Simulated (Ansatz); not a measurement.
Where the default PAW files enter, the runs use the earlier of Ansatz's two default sets.

By PBEsol, the system below comes out a metal.

Given:

```xyz
2
Lattice="3.1285 0.0000 0.0000 0.0000 4.9441 0.0000 1.5643 0.0000 2.7094" Properties=species:S:1:pos:R:3 pbc="T T T"
Hf     1.5643     3.7081     0.9031
Hf     3.1285     1.2360     1.8063
```

Space group of this cell: P6_3/mmc, hcp (Mg type). The cell is strained (all lengths scaled by 0.98); by PBEsol its mean pressure is 3.6 GPa.

The current flows along the normal of the first two printed cell vectors, the (100) plane of the conventional cell. No spin-orbit coupling; the value is a mean over 0.1 eV about the Fermi level.

Q: Predict the ballistic conductance per area from Ansatz (a quantum-chemistry and plane-wave program) with PBEsol.

A: 0.52 × 10¹⁵ S/m² for both spins.
